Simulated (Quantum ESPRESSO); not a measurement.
Input and output of a self-consistent single point for YCo2B2C (I4/mmm, 6 atoms in the cell) (Quantum ESPRESSO).

Computed with LDA (PZ), GBRV 1.5 ultrasoft (LDA) pseudopotentials (plane waves; Quantum ESPRESSO 7.5).

```
CELL_PARAMETERS angstrom
      1.76886    -1.76886     5.18613
      1.76886     1.76886     5.18613
     -1.76886    -1.76886     5.18613
ATOMIC_POSITIONS crystal
  Y  0.00000 0.50000 0.50000
  Co 0.50000 0.25000 0.75000
  Co 0.50000 0.75000 0.25000
  B  0.00000 0.14547 0.14547
  B  0.00000 0.85453 0.85453
  C  0.00000 0.00000 0.00000
```
Moments meant for the start (each program seeds them in its own way; μB, in the order of the atoms Y Co Co B B C): 0.0 3.0 3.0 0.0 0.0 0.0.

Reference input (self-consistent single point, DFT, PBEsol, plane waves, SSSP 1.1.2 efficiency (PBE) pseudopotentials): ecutwfc = 50 Ry; ecutrho = 400 Ry; occupations = smearing; smearing = fd; degauss = 0.0073499 Ry; nspin = 2; input_dft = pbesol; K_POINTS = automatic 7 7 7 0 0 0; conv_thr = 1e-10 Ry; mixing_beta = 0.4. This run's input differs from it in these lines:

```diff
@@ -22,3 +22,2 @@
   starting_magnetization(2) = 0.176
-  input_dft = 'pbesol'
 /
@@ -29,6 +28,6 @@
 ATOMIC_SPECIES
-Y     88.9058  Y_pbe_v1.uspp.F.UPF
-Co    58.9332  Co_pbe_v1.2.uspp.F.UPF
-B     10.8100  b_pbe_v1.4.uspp.F.UPF
-C     12.0110  C.pbe-n-kjpaw_psl.1.0.0.UPF
+Y     88.9058  y_lda_v1.4.uspp.F.UPF
+Co    58.9332  co_lda_v1.2.uspp.F.UPF
+B     10.8100  b_lda_v1.4.uspp.F.UPF
+C     12.0110  c_lda_v1.2.uspp.F.UPF
 ATOMIC_POSITIONS {angstrom}
```

Output, abridged:

```
     Self-consistent Calculation

     iteration #  1     ecut=    50.00 Ry     beta= 0.40

---- Real-time Memory Report at c_bands before calling an iterative solver
           269 MiB given to the printing process from OS
           193 MiB allocation reported by mallinfo(arena+hblkhd)
------------------

     total energy              =    -703.48490632 Ry
     estimated scf accuracy    <      22.25670676 Ry

     total magnetization       =     3.00 Bohr mag/cell
     absolute magnetization    =     3.66 Bohr mag/cell

     iteration #  2     ecut=    50.00 Ry     beta= 0.40

   [... lines left out ...]

---- Real-time Memory Report at c_bands before calling an iterative solver
           406 MiB given to the printing process from OS
           227 MiB allocation reported by mallinfo(arena+hblkhd)
------------------

     Magnetic moment per site  (integrated on atomic sphere of radius R)
     atom   1 (R=0.292)  charge=  7.8920  magn=  0.0000
     atom   2 (R=0.242)  charge= 14.6809  magn= -0.0000
     atom   3 (R=0.242)  charge= 14.6809  magn= -0.0000
     atom   4 (R=0.176)  charge=  0.9032  magn=  0.0000
     atom   5 (R=0.176)  charge=  0.9032  magn=  0.0000
     atom   6 (R=0.176)  charge=  1.8710  magn= -0.0000
     End of self-consistent calculation

     the Fermi energy is    13.6991 ev

!    total energy              =    -714.02224491 Ry
     estimated scf accuracy    <          3.5E-11 Ry
     smearing contrib. (-TS)   =      -0.01007546 Ry
     internal energy E=F+TS    =    -714.01216945 Ry

     total magnetization       =    -0.00 Bohr mag/cell
     absolute magnetization    =     0.00 Bohr mag/cell

     convergence has been achieved in  20 iterations

     Forces acting on atoms (cartesian axes, Ry/au):

     atom    1 type  1   force =     0.00000000    0.00000000   -0.00000000
     atom    2 type  2   force =     0.00000000    0.00000000    0.00000000
     atom    3 type  2   force =     0.00000000   -0.00000000   -0.00000000
     atom    4 type  3   force =     0.00000000    0.00000000    0.00550965
   [... lines left out ...]

     Total force =     0.007792     Total SCF correction =     0.000000

          total   stress  (Ry/bohr**3)                   (kbar)     P=     -125.47
  -0.00089236  -0.00000000  -0.00000000         -131.27       -0.00       -0.00
  -0.00000000  -0.00089236   0.00000000           -0.00     -131.27        0.00
   0.00000000  -0.00000000  -0.00077414            0.00       -0.00     -113.88

   JOB DONE.
```

The run converged in 20 iterations. Against the reference run the pressure goes from -7.82 to -12.55 GPa and the largest force goes from 0.180 to 0.142 eV/Å. The full log also holds: “c_bands:  1 eigenvalues not converged”.

The starting cell comes from a database of computed structures (which also holds hypothetical and non-ambient phases and stackings), without a prior relaxation at this level. The starting moments vanished: the run ended non-magnetic, which need not be the lowest state. With a pressure of about -13 GPa the cell is away from its equilibrium volume at this level.

Cost on one core of a shared machine: roughly 3 min.
